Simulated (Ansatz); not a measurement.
Start from MoSi₂ (space group I4/mmm, No. 139; a = 3.217 Å, c = 7.875 Å; relaxed with 0.1 eV smearing). Axes: x, y, z lie along a, b, c of the conventional cell.

Method: PBE (Ansatz, a program for electronic structure; PAW; 420 eV plane waves; without spin-orbit coupling).

Base values:

Volume per atom: 13.58 Å³

The change: biaxial strain −0.19 %, plane normal [001], relaxed out of plane (Cartesian); in-plane vectors clamped, the third vector and the atoms free.

### Question
How does this affect the in-plane stress?

### Answer
The mean in-plane stress (compression positive) comes out as +0.9 GPa.

### Question
Estimate the effect on the volume per atom.

### Answer
The volume per atom drops by 0.04 Å³, from 13.58 Å³ to 13.54 Å³.

Stability against distortions was not tested. All final runs are without spin polarisation.
